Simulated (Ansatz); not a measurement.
The starting structures come from a database of crystals and need not be the phases stable at ambient conditions.

By PBEsol, the system below comes out a metal.

Without scattering a metal conducts by its projected Fermi surface.

```xyz
2
Lattice="2.7055 0.0000 0.0000 -1.3527 2.3430 0.0000 0.0000 0.0000 4.6963" Properties=species:S:1:pos:R:3 pbc="T T T"
Pt     1.3527     0.7810     3.5222
Pt     0.0000     1.5620     1.1741
```

Space group of this cell: P6_3/mmc, hcp (Mg type). The cell is strained (all lengths scaled by 0.98); by PBEsol its mean pressure is 5.2 GPa.

The current flows along the normal of the first two printed cell vectors, the (001) plane of the conventional cell. No spin-orbit coupling; the value is a mean over 0.1 eV about the Fermi level.

State the ballistic conductance per area according to PBEsol (Ansatz, a first-principles code).

1.7 × 10¹⁵ S/m² for both spins.
